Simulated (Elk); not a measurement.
Worked example: self-consistent single point of NbRu (P1, 2 atoms in the cell) in Elk.

Method: LDA (PW92), all-electron FP-LAPW, Elk's shipped species files, APW+lo basis with extra local orbitals run with Elk.

The change in words: lattice scaled by 0.98. Reference geometry:
```
CELL_PARAMETERS angstrom
      3.18649     0.00000     0.00000
      0.00000     3.18649     0.00000
      0.00000     0.00000     3.18649
ATOMIC_POSITIONS crystal
  Nb 0.98809 0.01268 0.00951
  Ru 0.51191 0.48732 0.49049
```

Reference input (self-consistent single point, DFT, LDA (PW92), all-electron FP-LAPW, Elk's shipped species files, APW+lo basis with extra local orbitals): xctype = 3; rgkmax = 7.5; stype = 0; swidth = 0.00499791 Ha; ngridk = 8 8 8; gmaxvr = 14 1/bohr; nxlo = 2; lorbcnd = true; rmtscf = 0.9; lmaxi = 2. This run's input differs from it in these lines:

```diff
@@ -31,5 +31,5 @@
 avec
-    6.0215933989    0.0000000000    0.0000000000
-    0.0000000000    6.0215933989    0.0000000000
-    0.0000000000    0.0000000000    6.0215933989
+    5.9011611529    0.0000000000    0.0000000000
+    0.0000000000    5.9011611529    0.0000000000
+    0.0000000000    0.0000000000    5.9011611529
```

Log, with long lists cut:

```
│ Self-consistent loop started │
│ Loop number : 1 │
 total energy                :     -8342.22819274
│ Loop number : 2 │
 total energy                :     -8342.44310940
RMS change in Kohn-Sham potential (target) :   0.9470557569E-01 (  0.1000000000E-05)
Absolute change in total energy (target)   :   0.2149166601     (  0.1000000000E-03)
│ Loop number : 3 │
 total energy                :     -8342.89354013
RMS change in Kohn-Sham potential (target) :   0.8569750680E-01 (  0.1000000000E-05)
Absolute change in total energy (target)   :   0.5041598987     (  0.1000000000E-03)
│ Loop number : 4 │
   [... lines left out ...]
Absolute change in total energy (target)   :   0.5282663897E-03 (  0.1000000000E-03)
│ Loop number : 15 │
 total energy                :     -8343.89022362
RMS change in Kohn-Sham potential (target) :   0.2377359457E-06 (  0.1000000000E-05)
Absolute change in total energy (target)   :   0.1532938277E-03 (  0.1000000000E-03)
│ Loop number : 16 │
 total energy                :     -8343.89022211
RMS change in Kohn-Sham potential (target) :   0.8622501078E-07 (  0.1000000000E-05)
Absolute change in total energy (target)   :   0.3681381531E-04 (  0.1000000000E-03)
Convergence targets achieved

│ Loop number : 17 │

Energies :
 Fermi                       :     0.510354290671
 total energy                :     -8343.89022153

Density of states at Fermi energy :    87.27696868
 (states/Hartree/unit cell)

Estimated indirect band gap :   0.3550064901E-03
 from k-point    485 to k-point     70
Estimated direct band gap   :   0.6582727643E-02
 at k-point    228

Charges :
 core                        :    56.00000000
 valence                     :    29.00000000
 interstitial                :    4.157143013
 muffin-tins (core leakage)
  species :    1 (Nb)
   atom    1                 :    38.56226530     (  0.6731287346E-05)
  species :    2 (Ru)
   atom    1                 :    42.28059168     (  0.3459249243E-06)
 total in muffin-tins        :    80.84285699
 total calculated charge     :    85.00805459
 total charge                :    85.00000000
 error                       :   0.8054593893E-02

│ Self-consistent loop stopped │
```

The run converged in 17 iterations. The count includes the last loop, which Elk runs after its targets are met. Against the reference run the total energy goes down by 43.5 meV/atom.

The starting cell comes from a database of computed structures (which also holds hypothetical and non-ambient phases and stackings), without a prior relaxation at this level. Its atoms were displaced at random from the sites of space group no. 221. For this run, on top of that: lattice scaled by 0.98. Spin polarisation is off. Values depend on the basis (sphere radii, cutoffs, local orbitals), which need not be converged. The log's line on a gap gives a spacing of levels on this mesh, which the program prints for metals too.

Cost on one core of a shared machine: roughly 7 min.
